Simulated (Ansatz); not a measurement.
A self-consistent single point of SrCaI₄ (P1, 6 atoms in the cell) with Ansatz (an electronic-structure program).

Method: PBEsol, PAW files made with PBE (plane waves; Ansatz).

The change in words: lattice scaled by 0.98. Reference geometry:
```xyz
6
Lattice="7.2807 0.0000 0.0000 0.0000 4.6621 0.0000 -0.0320 0.0000 8.1093" Properties=species:S:1:pos:R:3 pbc="T T T"
Sr     0.0097     0.0144    -0.0137
Ca    -0.0069     2.3315     4.0400
I      1.7228    -0.0063     2.8154
I      5.5198     0.0142     5.2933
I      1.7910     2.3332     6.6860
I      5.4452     2.3062     1.4521
```

Reference input (self-consistent single point, DFT, PBEsol, plane waves, PAW files made with PBE): kpoints.mp_grid.grid = 2 3 2; hamiltonian.xc = pbesol; hamiltonian.pseudopotentials = {kind: paw} (the program's default PAW files); scf.occupations.method = fixed. This run's input differs from it in these lines:

```diff
@@ -3,5 +3,5 @@
   lattice:
-    - [7.280740, 0.000000, 0.000000]
-    - [0.000000, 4.662110, 0.000000]
-    - [-0.031958, 0.000000, 8.109287]
+    - [7.135125, 0.000000, 0.000000]
+    - [0.000000, 4.568868, 0.000000]
+    - [-0.031319, 0.000000, 7.947101]
   atoms:
```

Log, with long lists cut:

```
SCF iter   1: F=—  HF=-35032.981583 eV  |F-HF|=—  |Δ(HF+E_count)|=         —  Δρ=6.10e-2  dr2=3.62e1  ethr=3.10e-3  ⟨swp⟩=11.6  Hψ=2169  notcnv=0  defer=46
all-band conjugate gradients solve this SCF's bands
preconditioner: auto → Resta (q_TF=auto, 2.279 Å⁻¹)
SCF iter   2: F=—  HF=-35025.749611 eV  |F-HF|=—  |Δ(HF+E_count)|=    7.23e0  Δρ=1.32e-2  dr2=1.53e0  ethr=3.10e-3  ⟨swp⟩=8.5  Hψ=1584  notcnv=0  defer=47
   [... lines left out ...]
SCF iter   7: F=—  HF=-35025.414829 eV  |F-HF|=—  |Δ(HF+E_count)|=   5.08e-4  Δρ=5.65e-5  dr2=2.39e-5  ethr=2.18e-7  ⟨swp⟩=2.1  Hψ=622  notcnv=0  defer=56
SCF iter   8: F=—  HF=-35025.414973 eV  |F-HF|=—  |Δ(HF+E_count)|=   1.44e-4  Δρ=2.20e-5  dr2=2.96e-6  ethr=2.71e-8  ⟨swp⟩=2.0  Hψ=748  notcnv=0  defer=56
SCF iter   9: F=—  HF=-35025.414981 eV  |F-HF|=—  |Δ(HF+E_count)|=   8.76e-6  Δρ=6.95e-6  dr2=2.40e-7  ethr=3.36e-9  ⟨swp⟩=2.4  Hψ=758  notcnv=0  defer=56
SCF iter  10: F=-35025.414982 eV  HF=-35025.414982 eV  |F-HF|=6.11e-8  |Δ(HF+E_count)|=   6.17e-7  Δρ=2.70e-6  dr2=3.31e-8  ethr=1.14e-10  ⟨swp⟩=23.6  Hψ=3291  notcnv=0
SCF 1 converged in 10 iterations: F = -35025.414982 eV  dr2 = 3.31e-8
Free energy (F): -35025.414982 eV
Internal energy: -35025.414982 eV  (E = F + TS)
E sigma→0 (E₀):  -35025.414982 eV
Fermi energy:    3.762284 eV
--- Forces (eV/Å), atoms counted from 1 ---
  atom   1  Sr    -0.09580561    -0.07948396     0.07188740
  atom   2  Ca    -0.05056650     0.00759907     0.06028658
  atom   3  I      0.17478850     0.01117965    -0.04405292
  atom   4  I     -0.11128576    -0.02819761     0.01390368
  atom   5  I      0.10018226     0.01910266    -0.08288392
  atom   6  I     -0.01731231     0.06980079    -0.01914339
--- Stress (GPa, compression-positive) ---
        0.353331      -0.014797      -0.122213
       -0.014797       0.476361       0.002428
       -0.122213       0.002428       0.214689
  P = ⅓ Tr σ = 0.3481 GPa (3.481 kbar)
  The stress holds the Pulay correction. Without it, at fixed plane waves, as pw.x and ABINIT print it: P = 0.3377 GPa
```

The run converged in 10 iterations. Against the reference run the free energy goes down by 5.1 meV/atom, the pressure goes from -0.89 to 0.35 GPa, the largest force goes from 0.241 to 0.181 eV/Å and the gap on the mesh goes from 3.652 to 3.601 eV.

The starting cell comes from a database of computed structures (which also holds hypothetical and non-ambient phases and stackings), without a prior relaxation at this level. Its atoms were displaced at random from the sites of space group no. 10. For this run, on top of that: lattice scaled by 0.98. Spin-orbit coupling is off. Ansatz's pressure includes its estimate of the finite-basis (Pulay) stress.

Keys are those of Ansatz 0.2.
